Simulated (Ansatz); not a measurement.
The reference is InAs in the zinc blende structure (space group F-43m, No. 216).

```yaml
crystal:
  lattice:
    - [0.00000, 3.05478, 3.05478]
    - [3.05478, 0.00000, 3.05478]
    - [3.05478, 3.05478, 0.00000]
  atoms:
    - { symbol: In, position: [0.00000, 0.00000, 0.00000] }
    - { symbol: As, position: [0.25000, 0.25000, 0.25000] }
```

Computed with r2SCAN (Ansatz, a quantum-chemistry and plane-wave program), spin-orbit coupling left out.

Base values:

* **Band gap**: 0.08 eV
* **Pressure**: 0.0 GPa

Modification: every lattice vector is stretched by 2.00 %, atoms relaxed at fixed cell.

Task: How does this affect the band gap, energy relative to the base and pressure?

Result: The band gap becomes zero (base: 0.08 eV); the energy increases by 17 meV/atom; the pressure goes from zero to -3.0 GPa.

A case with no gap was solved on a k-mesh chosen for an insulator, which is coarse for it. The cells carry an imposed strain or load. Stability against distortions was not tested. The final runs are not spin-polarised. The zero or small gap of InAs can change with the level of theory.
